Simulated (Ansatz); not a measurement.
Input and output of a zone-centre phonon calculation for LaAl₃Cu (I4mm, 5 atoms in the cell) (Ansatz, a first-principles code).

Method: LDA (PW92), default PAW files made with PBE (plane waves; Ansatz).

```
CELL_PARAMETERS angstrom
     -2.12922     2.12922     5.30752
      2.12922    -2.12922     5.30752
      2.12922     2.12922    -5.30752
ATOMIC_POSITIONS crystal
  La 0.99719 0.99719 0.00000
  Al 0.40289 0.40289 0.00000
  Al 0.24655 0.74655 0.50000
  Al 0.74655 0.24655 0.50000
  Cu 0.63082 0.63082 0.00000
```

Reference input (self-consistent single point, DFT, LDA (PW92), plane waves, default PAW files made with PBE): basis.ecutwfc = 30.9 Ry; kpoints.mp_grid.grid = 11 11 11; hamiltonian.xc = lda; hamiltonian.pseudopotentials = {kind: paw} (the program's default PAW files); scf.occupations.method = gaussian; scf.occupations.width = 0.0073 Ry. This run's input differs from it in these lines:

Ansatz 0.2 input:
```diff
@@ -13,3 +13,3 @@
 basis:
-  ecutwfc: 30.9 Ry
+  ecutwfc: 18.4 Ry
 kpoints:
@@ -21,6 +21,4 @@
   occupations: { method: gaussian, width: 0.0073 Ry }
-output:
-  forces: true
-  eigenvalues: true
-  stress: true
+phonons:
+  method: dfpt
```

The program printed (abridged):

```
SCF iter   1: F=—  HF=-14170.046565 eV  |F-HF|=—  |Δ(HF+E_count)|=         —  Δρ=2.20e-2  dr2=1.83e-1  ethr=1.77e-3  ⟨swp⟩=6.2  Hψ=23837  notcnv=0
all-band conjugate gradients solve this SCF's bands
preconditioner: auto → Kerker (q_TF=auto, 2.347 Å⁻¹)
SCF iter   2: F=—  HF=-14169.997465 eV  |F-HF|=—  |Δ(HF+E_count)|=   4.91e-2  Δρ=5.41e-2  dr2=2.02e0  ethr=4.68e-4  ⟨swp⟩=3.1  Hψ=13367  notcnv=0  defer=250
   [... lines left out ...]
SCF iter   8: F=—  HF=-14169.691942 eV  |F-HF|=—  |Δ(HF+E_count)|=   2.28e-7  Δρ=1.39e-5  dr2=1.34e-7  ethr=1.96e-8  ⟨swp⟩=2.0  Hψ=7156  notcnv=0  defer=126
SCF iter   9: F=—  HF=-14169.691943 eV  |F-HF|=—  |Δ(HF+E_count)|=   1.21e-6  Δρ=9.01e-7  dr2=9.37e-10  ethr=3.43e-10  ⟨swp⟩=2.0  Hψ=6939  notcnv=0  defer=211
SCF iter  10: F=—  HF=-14169.691943 eV  |F-HF|=—  |Δ(HF+E_count)|=  2.64e-10  Δρ=9.10e-7  dr2=7.20e-10  ethr=2.40e-12  ⟨swp⟩=2.0  Hψ=9174  notcnv=0  defer=208
SCF iter  11: F=-14169.691943 eV  HF=-14169.691943 eV  |F-HF|=7.28e-12  |Δ(HF+E_count)|=  1.13e-10  Δρ=4.41e-8  dr2=3.32e-12  ethr=1.00e-12  ⟨swp⟩=9.6  Hψ=29470  notcnv=0
SCF 1 converged in 11 iterations: F = -14169.691943 eV  dr2 = 3.32e-12
DFPT response loops at Γ: preconditioner auto → Kerker (q_TF=auto, 2.347 Å⁻¹) (partly filled bands, converged f_vac=0.000) …
Free energy (F): -14169.691943 eV
Internal energy: -14169.686372 eV  (E = F + TS)
E sigma→0 (E₀):  -14169.689157 eV
Entropy (-TS):   -0.005571 eV (-1.114 meV/atom)
Fermi energy:    9.751452 eV
--- Phonons (Γ-DFPT): 9 representative perturbations + reference, on 216 of 1331 k-points (Σ response iterations 44) ---
  k mesh reduced under 4 symmetry operations, with k and −k counted as one. Each operation leaves every solved displacement unchanged or reverses it
  ASR residual: 3.010e-5 → 0.000e0 eV/Å²; symmetrization residual: 5.693e-6 eV/Å²
  ASR residual per site (eV/Å²): 1.04e-5 2.31e-6 3.01e-5 3.01e-5 7.74e-6
  Γ frequencies (cm⁻¹): 0.00 0.00 0.00 105.08 105.08 106.81 187.35 187.35 230.52 233.24 254.38 254.38 291.13 291.13 306.11
  non-analytic LO–TO correction: not included (Born effective charges unavailable; polar crystals: no LO–TO splitting at Γ)
```

The run converged in 11 iterations. 

Summary of the result:
```
Item                                                                                                                   Result
--------------------------------------------------------  -------------------------------------------------------------------
Free energy E − TS (on the zero of these files)                                                                -14169.6919 eV
Fermi level (on the code's own zero)                                                                                  9.75 eV
Zone-centre frequencies (cm⁻¹; negative means imaginary)  0, 0, 0, 105, 105, 107, 187, 187, 231, 233, 254, 254, 291, 291, 306
```

The starting cell comes from a database of computed structures (which also holds hypothetical and non-ambient phases and stackings), without a prior relaxation at this level. Its lattice was rescaled by up to half a per cent. Spin polarisation is off. The cutoff lies below the one recommended for these files.

Cost on one core of a shared machine: roughly 7 min.
